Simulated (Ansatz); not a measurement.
Work function of faces of hcp Sc in PBE and in r2SCAN, in Ansatz (plane waves, PAW). Symmetric slabs relaxed with PBE from ideal cuts in 1x1 cells (the lowest computed cut and spin start of each face; real faces may reconstruct in larger cells); r2SCAN values are single points on them, with the bulk at the same level. No spin-orbit coupling, no U.

| face | PBE (eV) | r2SCAN (eV) |
|---|---|---|
| (0001) | 3.58 | 3.65 |
| (10-10) | 3.47 | ? |
| (10-11) | 3.38 | 3.45 |
| (10-12) | 3.01 | 3.00 |
| (10-13) | 3.09 | 3.10 |
| (11-20) | 3.12 | 3.18 |
| (11-21) | 3.08 | 3.09 |
| (11-22) | 3.18 | 3.22 |
| (20-21) | 3.39 | 3.48 |

Q: Fit a straight line y = a·x + b by least squares to the 8 complete rows (x: PBE (eV); y: r2SCAN (eV)).

A: the means are x̄ = 3.2287 and ȳ = 3.2712; Σ(x − x̄)² = 0.27569 and Σ(x − x̄)(y − ȳ) = 0.31621, so a = 1.147 and b = ȳ − a·x̄ = -0.432. The largest residual is 0.033.

Q: What does the line predict for the withheld row, (10-10), and what did the calculation give?

A: the line gives 3.55; the calculation gave 3.56, a miss of 0.01, of the size of the fitted rows' scatter and rounding.

Ansatz is a program for electronic structure.
